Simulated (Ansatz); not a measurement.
Data:

End structure of F on the 1x1 (111) surface of fcc Cu, one in a 2x1 cell, started at the site 'top Cu':

```yaml
crystal:
  lattice:
    - [5.13360, 0.00000, 0.00000]
    - [-1.28340, 2.22291, 0.00000]
    - [0.00000, 0.00000, 25.50000]
  atoms:
    - { symbol: Cu, position: [0.16667, 0.66667, 0.37817] }
    - { symbol: Cu, position: [0.66667, 0.66667, 0.37817] }
    - { symbol: Cu, position: [0.33333, 0.33333, 0.45940] }
    - { symbol: Cu, position: [0.83333, 0.33333, 0.45940] }
    - { symbol: Cu, position: [0.99789, 0.99789, 0.54150] }
    - { symbol: Cu, position: [0.50166, 0.00166, 0.54066] }
    - { symbol: Cu, position: [0.16143, 0.66143, 0.62084] }
    - { symbol: Cu, position: [0.67820, 0.67820, 0.62335] }
    - { symbol: F, position: [0.46419, 0.96419, 0.67720] }
```

Model: 9-atom slab, 6.2 Å thick at the start under the adsorbate (thin: gaps and levels are the slab's own), 6x12x1 mesh, Fermi-Dirac 0.1 eV, dipole correction, 4 atoms held, the rest relaxed; start symmetry kept, larger cells not searched; no spin, no spin-orbit, no U, no dispersion correction. At the end it is bonded to 3 Cu. In PBE this state lies 0.04 eV over the lowest of the starts that converged ('hollow Cu-Cu-Cu over Cu at depth 4.1 Å').

A negative adsorption energy means that the adsorbate is more stable on the surface than in its reference.

Problem. What is the computed change of the step from the bottom to the top vacuum level, against the clean slab (PBE (Ansatz, a quantum-chemistry and plane-wave program))?

Solution. 2.02 eV

Problem. Predict the work function of the top face from PBE.

Solution. 6.83 eV

Problem. What is the computed adsorption energy against ½ F2(g) (PBE)?

Solution. -2.48 eV

Problem. Give the change of the work function at the level PBE.

Solution. 2.06 eV
